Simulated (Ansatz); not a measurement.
Base system: Sn in the diamond structure (space group Fd-3m, No. 227; a = 6.541 Å; relaxed with 0.1 eV smearing). Axes: x, y, z lie along the cube axes.

All numbers come from PBEsol/PAW in Ansatz (a first-principles code), without spin-orbit coupling.

A first run, uniaxial strain ε_xx = −1.06 %, gives secant values C11 ≈ 63 GPa and C12 ≈ 33 GPa from its stress. A second run applies isotropic strain +1.45 %.

Question: What does linear elasticity predict for the bulk modulus −ΔP/(ΔV/V₀) in the second run, and what does the run give?

Answer: Linear elasticity: (C11 + 2 C12)/3 = 43 GPa. The run gives 37 GPa; any difference comes from nonlinear terms at these strains and numerical noise.

No phonon test of stability was made.
